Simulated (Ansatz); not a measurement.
**Co: element substitutions**

Base system: Co in the hcp (Mg type) structure (space group P6_3/mmc, No. 194; a = 2.457 Å, c = 3.969 Å; ferromagnetic).

Each row replaces one element on all its sites; cell and atoms are relaxed.

Calculations: PBEsol (Ansatz, a quantum-chemistry and plane-wave program), scalar-relativistic without spin-orbit coupling.

```csv
variant,lattice parameter a,c/a ratio
base,2.457 Å,1.615
Co → Ir,2.719 Å,1.621
Co → Os,2.729 Å,1.578
Co → Cu,2.512 Å,1.650
```

Other magnetic orders, which the real material may have, were not ruled out. Whether these cells are dynamically stable was not tested. For Ir and Cu in this form, whether it has been made was not checked. The base started in P-3m1 and relaxed to P6_3/mmc at this level. Spin-polarised in the final run: base; the other runs are not. This is not the structure that Ir has at room temperature and ambient pressure. This is not the structure that Cu has at room temperature and ambient pressure.
